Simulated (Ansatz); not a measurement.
## Surface dipole against coverage: Cs on fcc Ir (111)

One Cs atom in each cell of a four-layer slab of fcc Ir (111), started at a threefold hollow (fcc) site; the adatom and the upper two layers relax, with a dipole correction. Δφ is the change of the top face's work function against the clean slab's 5.48 eV. By the Helmholtz relation an adatom's dipole is μ = |Δφ|/(0.377 eV × n) in debye, for n adatoms per nm². In Topping's model neighbouring dipoles depolarise each other, so that 1/μ = (1 + 9α·n^(3/2))/μ0 is a line in x = n^(3/2). Method: PBE (plane waves to 420 eV, PAW; Ansatz, an electronic-structure program). All cells sample the k points of the 1×1 cell's 12×12×1 mesh, with Fermi-Dirac smearing of 0.1 eV (energies taken to zero smearing), without spin polarisation or spin-orbit coupling.

```
cell  x (nm⁻³)  1/μ (1/D)  n (nm⁻²)  Δφ (eV)
----  --------  ---------  --------  -------
4×3       1.45      0.169      1.28    -2.86
3×3       2.24      0.186      1.71    -3.46
4×2       2.68      0.204      1.93    -3.56
3×2       4.12      0.236      2.57    -4.10
2×2       7.55          ?      3.85        ?
```

Q: Using a straight line, estimate the missing 1/μ at x = 7.55 from the other rows, showing the fit.

A: With u = x - 2.6, the rows have u = -1.1500, -0.3600, 0.0800, 1.5200. Means: u 0.022500, 1/μ 0.1987. About the means, the sum of products is 0.095842 and the sum of squares of u is 3.7669; the slope is their ratio. Least squares gives 1/μ = 0.1982 + 0.02544·u. Residuals (row less fit): 0.0001, -0.0030, 0.0038, -0.0009; standard error 0.0035 (degrees of freedom: 2). At x = 0 the line gives 1/μ0 = 0.132, so a lone adatom carries about 7.6 D, its positive end outward; slope over intercept is 9α, which puts α at roughly 21 Å³, a figure that hangs on Δφ's last digit. At the withheld row, u = 4.9500, so 1/μ = 0.1982 + 0.02544 × 4.9500 = 0.3241 1/D. The calculation gives 0.366 1/D, 0.0419 1/D above the prediction (21.3 % of the range of 1/μ in the table). The row lies outside the fitted rows, so this is an extrapolation.

The model takes a square or triangular net of point dipoles; the 4×2, 3×2 and 4×3 nets are stretched, and dense layers bond among themselves. Only series are tabulated where Δφ keeps its sign and exceeds 0.12 eV, and the fitted rows scatter about the line by under a tenth of the table's range (standard error).

As a change of work function, the prediction is 0.377 × 3.85/0.324 = 4.48 eV in size, against 3.96 eV from the run.

Each row is one calculation, so residuals can be the form's limits or numerical noise.
